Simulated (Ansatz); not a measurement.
Ansatz (a first-principles code), DFT, PBE, plane waves, its default PAW files: Al(100) slab of 8 layers, 2x2, C adatom, atoms displaced (Al32C), unrelaxed, 33 atoms. Basis and mesh were picked for this test and aren't claimed converged.

- cell = 5.73, 5.73, 35.77 Å; 90, 90, 90°
- distance to the nearest atom = 2.06 to 2.85 Å
- task = single point
- k mesh = 4×4×1
- hamiltonian.xc = pbe
- kind of files = paw
- scf.occupations.method = fermi_dirac
- scf.occupations.width = 0.2 eV
- scf.initial_density.chi_scale = 0.1
- output.forces = true
- binding of workers (--pin) = off
- k-point pools (--kpoint-pools) = 1
- memory maximum (--max-ram) = 8GiB
- accuracy = medium (default)
- basis.precision = auto (default)
- basis.xc_grid = 2 (default)
- scf.eigensolver.kind = auto (default)
- scf.convergence.dr2_threshold = 1e-07 (default)
- scf.lower_state_search = light (default)
- k-points after symmetry = 10
- bands at the start = 90
- electrons = 100
- plane waves at Γ = 23091
- cutoff (eV) = 420
- FFT grid = 40×40×240
- symmetry operations = 1

Settings of this run: scf.mixing.algorithm = auto, scf.mixing.preconditioner = none; 4 threads.

```
iteration  dr2 (eV)     Hψ
---------  --------  -----
1            2.48e3   6361
2            8.27e4  29398
3            2.69e4  16699
4            2.23e4  14692
5            6.96e2  16400
6            2.43e3   5028
7            8.48e2   7617
8            6.32e2   6254
9            1.55e2   2343
10           4.41e1   1629
11          6.51e-1   1665
12          7.82e-1   1146
13          7.52e-2    917
14          9.14e-1   1181
15          1.23e-1    926
16          1.17e-2    900
17          1.11e-3    906
18          1.28e-3   1377
19          4.91e-4    935
20          3.49e-3    921
21          1.11e-4    942
22          4.14e-5   1003
23          4.22e-5   1431
24          6.15e-4    908
25          2.40e-5    900
26          5.27e-7    900
27          6.68e-7   1358
28          2.62e-7    900
29          1.18e-6    900
30          1.43e-7    901
31          2.98e-8   1967
```

It converged after 31 SCF iterations (all cycles of the run, searches included).

The cycle is slow. Which setting should be changed?

Several could match; the one computed here: scf.mixing.preconditioner = auto (default) (15 SCF iterations (all cycles of the run, searches included)) or scf.mixing.preconditioner = ldos (15 SCF iterations (all cycles of the run, searches included)), all else kept. The other changes of this size gave: scf.mixing.preconditioner = local_kerker (24); scf.mixing.algorithm = broyden (24); scf.mixing.preconditioner = kerker_dos (37); scf.mixing.preconditioner = kerker (42). With more settings changed, the fewest of all runs of this system: scf.mixing.algorithm = broyden, scf.mixing.preconditioner = auto (default), scf.mixing.beta = 0.7 (11). The first change moves the result by: energy under 0.001 meV/atom, forces (largest component) 0.022 meV/Å. Counts are of single runs.

Keys are those of Ansatz 0.2.
